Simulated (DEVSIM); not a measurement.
abrupt GaSb p-n junction

Device: abrupt GaSb p-n junction, at 300 K.

```csv
layer (left to right),material,thickness (μm),Nd (cm⁻³),Na (cm⁻³),τn (s),τp (s)
1,GaSb,29.0,-,1.1e17,1.8e-9,5.9e-10
2,GaSb,5.40,1.5e16,-,5.9e-10,5.9e-10
```

Left contact: ohmic. Right contact: ohmic. Voltage is applied to the left contact. Recombination: SRH at mid-gap, radiative. Mobility is μmin + (μ − μmin)/(1 + (N/Nref)^α).

The device is made up for the run: typed textbook-type constants, with dimensions and the other settings drawn at random. Values at 300 K.

| parameter | GaSb |
|---|---|
| gap (eV) | 0.726 |
| affinity (eV) | 4.06 |
| permittivity | 15.7 |
| Nc (cm⁻³) | 2.1e17 |
| Nv (cm⁻³) | 1.8e19 |
| μn (cm²/Vs) | 5000 |
| μp (cm²/Vs) | 850 |
| μn,min | 1000 |
| μp,min | 190 |
| Nref,n | 2.8e17 |
| Nref,p | 9e17 |
| αn | 1.05 |
| αp | 0.65 |
| B (cm³/s) | 1e-10 |

DEVSIM, 1D drift-diffusion, Boltzmann statistics, complete ionisation; no tunnelling, impact ionisation, image-force lowering or self-heating.

| Property | Value |
|---|---|
| Potential step across the device at zero bias | 0.526 V |
| Largest field in the device at zero bias | 38000 V/cm |
| Dark forward voltage at 1 A/cm² | 0.299 V |
| Dark forward voltage at 100 A/cm² | 0.461 V |

Dark reverse current:

```json
[
 {"V (V)": "-0.20", "J (A/cm²)": "-0.0016"},
 {"V (V)": "-0.50", "J (A/cm²)": "-0.0030"},
 {"V (V)": "-1.00", "J (A/cm²)": "-0.0048"},
 {"V (V)": "-1.50", "J (A/cm²)": "-0.0063"},
 {"V (V)": "-2.00", "J (A/cm²)": "-0.0075"},
 {"V (V)": "-3.00", "J (A/cm²)": "-0.0096"}
]
```

Dark forward current:

(V (V), J (A/cm²)): (0.05, 0.0013); (0.10, 0.0049); (0.20, 0.056); (0.25, 0.22); (0.35, 5.3); (0.40, 25); (0.50, 190); (0.55, 320); (0.65, 650); (0.70, 840); (0.80, 1200); (0.85, 1500); (0.95, 2000); (1.00, 2200)
